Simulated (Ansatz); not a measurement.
N on the 1x1 (10-10) surface of wurtzite AlN (cut with top plane Al + N), one in a 2x1 cell, started at the site 'hollow Al-Al-N-N'

Host crystal: wurtzite AlN, with a band gap (PBE, scalar-relativistic without spin-orbit coupling).

All values below come from r2SCAN, at the PBE geometry and the start's symmetry (plane waves to 500 eV, PAW; Ansatz, a first-principles code).

Model: 33-atom slab, 8.9 Å thick at the start under the adsorbate (thin: gaps and levels are the slab's own), 3x4x1 mesh, Fermi-Dirac 0.01 eV, dipole correction, single point; no symmetry held, on the structure that PBE left; spin-polarised, ending with about 1.0 μB a cell; orders that need a larger cell were not tried, no spin-orbit, no U, no dispersion correction. The program's check for a lower electronic state was not made. At the end it is bonded to Al + N. In PBE this state lies 0.04 eV over the lowest of the starts that converged ('hollow Al', where the adsorbate paired with a surface N atom).

```yaml
energy of the end state, in which the adsorbate paired with a surface N atom, against ½ N2(g) at the same level: 2.38 eV
change_of_the_step_from_the_bottom_to_the_top_vacuum_level_against_the_clean_slab: 1.57 eV
height of the binding atom over the mean of the host atoms within 0.3 Å of the top one: 2.564 bohr
magnetic_moment_of_the_cell: 1.00 μB
note: in the relaxation the adsorbate left its starting site by 1.4 Å
cost: very roughly 5 core-minutes
```

A negative adsorption energy means that the adsorbate is more stable on the surface than in its reference.
